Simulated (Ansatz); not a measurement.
Given:

```xyz
3
Lattice="0.0000 2.9493 2.9493 2.9493 0.0000 2.9493 2.9493 2.9493 0.0000" Properties=species:S:1:pos:R:3 pbc="T T T"
Pb     0.0000     0.0000     0.0000
F      4.4239     4.4239     4.4239
F      1.4746     1.4746     1.4746
```

A single point on PbF2, its geometry relaxed with PBEsol.

Level of theory: PBEsol/PAW in Ansatz (a first-principles code), spin-orbit coupling included. Γ-centred 10×10×10 mesh, Fermi–Dirac width 0.05 eV.

Task: Predict the gap character, pressure and width of the top valence band.

Result: Gap character: indirect, W → X
Pressure: -0.12 GPa
Width of the top valence band: 2.07 eV

Single points use the geometry relaxed with PBEsol. No phonon test of stability was made. The cell is PbF2 in the fluorite structure (space group Fm-3m, No. 225).
